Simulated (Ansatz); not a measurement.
Base system: TiSi2 (space group Fddd, No. 70; a = 4.780 Å, b = 8.232 Å, c = 8.522 Å). Axes: x, y, z lie along a, b, c of the conventional cell.

Method: r2SCAN in Ansatz (plane waves to 500 eV, PAW, no SOC), earlier PAW set.

For the base:

```
Property    Value
--------  -------
Pressure  0.0 GPa
```

Modification: uniaxial strain ε_yy = −1.61 %, all other strain components held at zero; the atoms relax in the strained cell.

Task: Predict the new energy relative to the base.

Result: The energy goes up by 3.9 meV/atom.

Task: What happens to the pressure?

Result: The pressure (mean of the normal stresses, compression positive) goes from zero to 2.2 GPa.

Without a gap, meshes like the base's 13×13×13 leave anisotropic stresses uncertain by several tenths of a GPa, and small strain energies with them. No phonon test of stability was made. The final runs are not spin-polarised.

Ansatz is a first-principles code.
